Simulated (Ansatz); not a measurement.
Input and output of a self-consistent single point for TaCu3Se3S (R3m, 8 atoms in the cell) (Ansatz, a program for electronic structure).

Method: PBEsol, default PAW files made with PBE (plane waves; Ansatz).

The change in words: lattice scaled by 0.98. Reference geometry:
```
TaCu3Se3S
1.0
    3.97379     2.29427     3.29581
   -3.97379     2.29427     3.29581
    0.00000    -4.58854     3.29581
Ta Cu Se S
1 3 3 1
Direct
  0.00459   0.00459   0.00459
  0.49765   0.00630   0.00630
  0.00630   0.49765   0.00630
  0.00630   0.00630   0.49765
  0.75035   0.75035   0.25581
  0.25581   0.75035   0.75035
  0.75035   0.25581   0.75035
  0.23372   0.23372   0.23372
```

Reference input (self-consistent single point, DFT, PBEsol, plane waves, default PAW files made with PBE): basis.ecutwfc = 420 eV; kpoints.mp_grid.grid = 5 5 5; hamiltonian.xc = pbesol; hamiltonian.pseudopotentials = {kind: paw} (the program's default PAW files); scf.occupations.method = fixed. This run's input differs from it in these lines:

Ansatz 0.2 input:
```diff
@@ -3,14 +3,14 @@
   lattice:
-    - [3.973793, 2.294270, 3.295813]
-    - [-3.973793, 2.294270, 3.295813]
-    - [0.000000, -4.588541, 3.295813]
+    - [3.894317, 2.248385, 3.229897]
+    - [-3.894317, 2.248385, 3.229897]
+    - [0.000000, -4.496770, 3.229897]
   atoms:
-    - { symbol: Ta, position_ang: [0.000000, -0.000001, 9.932793] }
-    - { symbol: Cu, position_ang: [1.952543, 1.127301, 1.681656] }
-    - { symbol: Cu, position_ang: [-1.952543, 1.127301, 1.681656] }
-    - { symbol: Cu, position_ang: [-0.000000, -2.254603, 1.681656] }
-    - { symbol: Se, position_ang: [0.000000, 2.269193, 5.789096] }
-    - { symbol: Se, position_ang: [-1.965180, -1.134598, 5.789096] }
-    - { symbol: Se, position_ang: [1.965180, -1.134598, 5.789096] }
-    - { symbol: S, position_ang: [-0.000000, -0.000000, 2.310892] }
+    - { symbol: Ta, position_ang: [0.000000, 0.000000, 9.734138] }
+    - { symbol: Cu, position_ang: [1.913492, 1.104755, 1.648023] }
+    - { symbol: Cu, position_ang: [-1.913492, 1.104755, 1.648023] }
+    - { symbol: Cu, position_ang: [0.000000, -2.209510, 1.648023] }
+    - { symbol: Se, position_ang: [0.000000, 2.223810, 5.673314] }
+    - { symbol: Se, position_ang: [-1.925876, -1.111905, 5.673314] }
+    - { symbol: Se, position_ang: [1.925876, -1.111905, 5.673314] }
+    - { symbol: S, position_ang: [0.000000, -0.000000, 2.264675] }
 basis:
```

Output (repeated stretches shortened):

```
SCF iter   1: F=—  HF=-46734.398234 eV  |F-HF|=—  |Δ(HF+E_count)|=         —  Δρ=1.11e-2  dr2=1.69e-1  ethr=1.77e-3  ⟨swp⟩=5.0  Hψ=4553  notcnv=0  defer=195
all-band conjugate gradients solve this SCF's bands
preconditioner: auto → Resta (q_TF=auto, 2.589 Å⁻¹)
SCF iter   2: F=—  HF=-46734.400424 eV  |F-HF|=—  |Δ(HF+E_count)|=   2.19e-3  Δρ=1.10e-2  dr2=1.38e-1  ethr=1.36e-4  ⟨swp⟩=2.0  Hψ=2835  notcnv=0  defer=186
   [... lines left out ...]
SCF iter   6: F=—  HF=-46734.369601 eV  |F-HF|=—  |Δ(HF+E_count)|=   4.31e-5  Δρ=3.99e-5  dr2=5.46e-6  ethr=4.73e-8  ⟨swp⟩=2.0  Hψ=1880  notcnv=0  defer=135
SCF iter   7: F=—  HF=-46734.369604 eV  |F-HF|=—  |Δ(HF+E_count)|=   3.35e-6  Δρ=3.46e-5  dr2=2.07e-6  ethr=4.41e-9  ⟨swp⟩=2.0  Hψ=2221  notcnv=0  defer=135
SCF iter   8: F=—  HF=-46734.369605 eV  |F-HF|=—  |Δ(HF+E_count)|=   6.66e-7  Δρ=9.69e-6  dr2=1.95e-7  ethr=1.67e-9  ⟨swp⟩=2.0  Hψ=1797  notcnv=0  defer=135
SCF iter   9: F=-46734.369605 eV  HF=-46734.369605 eV  |F-HF|=4.95e-9  |Δ(HF+E_count)|=   3.21e-8  Δρ=5.83e-6  dr2=3.77e-8  ethr=8.06e-11  ⟨swp⟩=10.8  Hψ=6913  notcnv=0
SCF 1 converged in 9 iterations: F = -46734.369605 eV  dr2 = 3.77e-8
Free energy (F): -46734.369605 eV
Internal energy: -46734.369605 eV  (E = F + TS)
E sigma→0 (E₀):  -46734.369605 eV
Fermi energy:    8.683028 eV
--- Forces (eV/Å), atoms counted from 1 ---
  atom   1  Ta    -0.00000000    -0.00000000    -1.58981069
  atom   2  Cu     0.09621602     0.05555035     0.01747716
  atom   3  Cu    -0.09621602     0.05555035     0.01747716
  atom   4  Cu     0.00000000    -0.11110069     0.01747716
  atom   5  Se    -0.00000000    -0.48900131    -0.04379474
  atom   6  Se     0.42348756     0.24450065    -0.04379474
  atom   7  Se    -0.42348756     0.24450065    -0.04379474
  atom   8  S      0.00000000     0.00000000     1.66878750
--- Stress (GPa, compression-positive) ---
        2.010577       0.000000       0.000000
        0.000000       2.010577       0.000000
        0.000000       0.000000       4.380259
  P = ⅓ Tr σ = 2.8005 GPa (28.005 kbar)
  The stress holds the Pulay correction. Without it, at fixed plane waves, as pw.x and ABINIT print it: P = 2.7603 GPa
```

The run converged in 9 iterations. Against the reference run the free energy is nearly the same (within 1 meV/atom), the pressure goes from -2.51 to 2.80 GPa, the largest force goes from 1.251 to 1.669 eV/Å and the gap on the mesh goes from 1.741 to 1.793 eV.

The starting cell comes from a database of computed structures (which also holds hypothetical and non-ambient phases and stackings), without a prior relaxation at this level. Its lattice was rescaled by up to half a per cent. One atom was moved a little off its site on purpose. For this run, on top of that: lattice scaled by 0.98. Spin-orbit coupling is off. Forces in this geometry exceed 1 eV/Å. Ansatz's pressure includes its estimate of the finite-basis (Pulay) stress. Another mesh or the band path of this cell gives a smaller gap, so this value is not converged in the mesh.
